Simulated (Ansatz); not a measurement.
Pt, response to strain

Consider Pt in the fcc (Cu type) structure (space group Fm-3m, No. 225; a = 3.972 Å; relaxed with 0.1 eV smearing).

Strains are applied to the cell and any free atomic positions relax.

The values are results of PBE (Ansatz, a quantum-chemistry and plane-wave program, PAW, spin-orbit coupling left out), not measurements.

Candidates:
(a) isotropic strain +2.50 %
(b) isotropic strain −3.00 %
(c) isotropic strain −2.00 %
(d) isotropic strain −1.50 %
(e) isotropic strain +1.50 %

Notes on the quantities. energy relative to the base: free energy F.

**Question.** Order them by energy relative to the base, highest first.

**Answer.** (b) isotropic strain −3.00 % (+112 meV/atom), (a) isotropic strain +2.50 % (+61 meV/atom), (c) isotropic strain −2.00 % (+47 meV/atom), (d) isotropic strain −1.50 % (+26 meV/atom), (e) isotropic strain +1.50 % (+23 meV/atom)

No phonon test of stability was made. All final runs are without spin polarisation. Pt lies near a magnetic instability that expansion can trigger; it was not tested.
